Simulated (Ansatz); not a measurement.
Amorphous In₂₄O₃₈Zr, 63 atoms at 6.45 g/cm³, one PBE-relaxed geometry, zone centre. Methods: PBE, scalar-relativistic without spin-orbit coupling (Ansatz, a first-principles code); r2SCAN, scalar-relativistic without spin-orbit coupling (Ansatz); HSE06, scalar-relativistic without spin-orbit coupling (Ansatz). Plane waves to 420 eV (r2SCAN 500 eV); exact exchange is cut at the cell's faces. At PBE the levels at the filled edge of the gap are localised (band-tail or defect states). All rungs ran without spin polarisation.

Preparation: random packing, a CHGNet melt and quench, and a DFT relaxation. O atoms were pushed apart under 1.9 Å during the dynamics, to hinder bonds among them. The hot cell started wider than the set density and was brought back towards it in steps. It is the lowest in DFT energy of 2 quenches. It is a model cell: composition and starting density were chosen by hand, and all elements were melted together. No dispersion term was used. Its density started from a set value of 6.45 and ended at 6.45 g/cm³. Cooling (nominally 280 K/ps over its main leg) ran many orders faster than in experiment, which tends to leave more defects and strain. Values belong to this one cell and scatter from quench to quench. The volume was held where the preparation left it and the shape relaxed, at a PBE pressure of -0.3 GPa (tension).

The relaxation ran on the zone centre alone. At PBE the level gap is 0.42 eV on a 2×2×2 Γ-centred mesh, and the spacing at the zone centre alone 0.40 eV.

Problem. What zone-centre spacing does r2SCAN give, roughly?

Solution. 0.86 eV (+0.46 eV against PBE).

Problem. What zone-centre spacing does HSE06 give, roughly?

Solution. 1.80 eV (+1.40 eV against PBE).

The highest filled and the lowest empty state spread over these numbers of atoms (participation numbers): PBE: 4.0 and 58.8; r2SCAN: 3.8 and 58.0; HSE06: 6.4 and 57.5.
